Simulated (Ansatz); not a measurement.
Consider C in the diamond structure (space group Fd-3m, No. 227; a = 3.5538 Å).

Perturbation: cell and atoms relaxed at a pressure of 30 GPa.

Levels (all Ansatz, a first-principles code, PAW): PBEsol (420 eV, no spin-orbit coupling); HSE06 (420 eV, without spin-orbit coupling).

The geometry is relaxed with PBEsol.

| Property | Value |
|---|---|
| PBEsol lowest conduction level above the VBM at special points | X 4.75 eV; U 5.71 eV; K 5.71 eV; Γ 5.74 eV |

With HSE06 at the same geometry, the lowest conduction level above the VBM at special points goes from X 4.75 eV; U 5.71 eV; K 5.71 eV; Γ 5.74 eV to X 6.08 eV; U 7.09 eV; K 7.09 eV; Γ 7.19 eV.

Single points use the geometry relaxed with PBEsol. HSE06 was sampled on its mesh, a few special points and the semilocal edge points, so its gap is an upper bound. The levels and masses belong to the bands next to the band gap. Load acts through the strain it causes; cell and atoms are relaxed under it. Whether these cells are dynamically stable was not tested. No other phases were tried under pressure.
